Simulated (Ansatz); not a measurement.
The starting structures come from a database of crystals and need not be the phases stable at ambient conditions.

By PBEsol, the system below comes out a metal.

Given:

```xyz
1
Lattice="3.0644 0.0000 0.0000 -1.5322 2.6538 0.0000 1.5322 0.8846 2.5020" Properties=species:S:1:pos:R:3 pbc="T T T"
Li     0.0000     0.0000     0.0000
```

The cell is taken as given.

The current flows along the normal of the first two printed cell vectors, the (111) plane of the conventional cell. No spin-orbit coupling; the value is a mean over 0.1 eV about the Fermi level.

Predict the ballistic conductance per area from PBEsol (Ansatz, a first-principles code).

0.80 × 10¹⁵ S/m² for both spins.
